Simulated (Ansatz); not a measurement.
**How the band gap of SiN₂H₆F₄ (P2₁/c, No. 14, 26 atoms in the cell; start mp-643277) moves with the method**

No measured value is used here.

```tsv
level (code)	value (eV)
LDA (Ansatz)	6.49 (direct)
PBEsol (Ansatz)	6.75 (direct)
r²SCAN (Ansatz)	7.46 (direct)
HSE06 (Ansatz)	8.71 (direct)
```

Computed values are for a static lattice.  Values are at the PBE-D3(BJ) cell. Cutoffs and k meshes differ between the levels. Ansatz's density-functional and Hartree–Fock values are scalar-relativistic unless marked +SOC, with PAW data made under PBE.

A start named mp-… is a Materials Project structure, which need not be a measured phase.

Ansatz is a first-principles code.
